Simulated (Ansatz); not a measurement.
The starting structures come from a database of crystals and need not be the phases stable at ambient conditions.

 Where the default PAW files enter, the runs use the earlier of Ansatz's two default sets.

Inside the gap of an insulator the Bloch states are evanescent, with a wavenumber k + iκ along the transport direction.

Given:

```xyz
15
Lattice="5.8192 0.0000 0.0000 0.0512 5.9986 0.0000 2.9096 0.0000 4.8774" Properties=species:S:1:pos:R:3 pbc="T T T"
Li     5.0524     5.2410     1.7118
Li     3.7276     0.7576     3.1656
Li     6.6372     0.7576     1.7118
Li     2.1428     5.2410     3.1656
Ca     5.8448     2.9993     3.0749
Ca     2.9352     2.9993     1.8025
Ca     2.9096     0.0000     0.0000
Si     5.1439     1.9841     0.0000
Si     3.6361     4.0145     4.8774
N      1.2949     4.7434     1.4565
N      7.4851     1.2551     3.4209
N      4.5755     1.2551     1.4565
N      4.2045     4.7434     3.4209
N      4.7313     3.7967     0.0000
N      1.1390     2.2019     0.0000
```

Space group of this cell: C2/m. The cell is taken as given; by PBEsol its mean pressure is -3.2 GPa.

Transport runs along the normal of the first two printed cell vectors.

No gap correction and no spin-orbit coupling; mid-gap values are interpolated between computed energies.

**Question.** Give the band gap and the smallest decay constant κ at mid-gap that PBEsol in Ansatz (an electronic-structure program) yields.

**Answer.** Gap 2.25 eV on a 6×6×6 mesh; κ = 0.230 1/Å, at the zone centre.
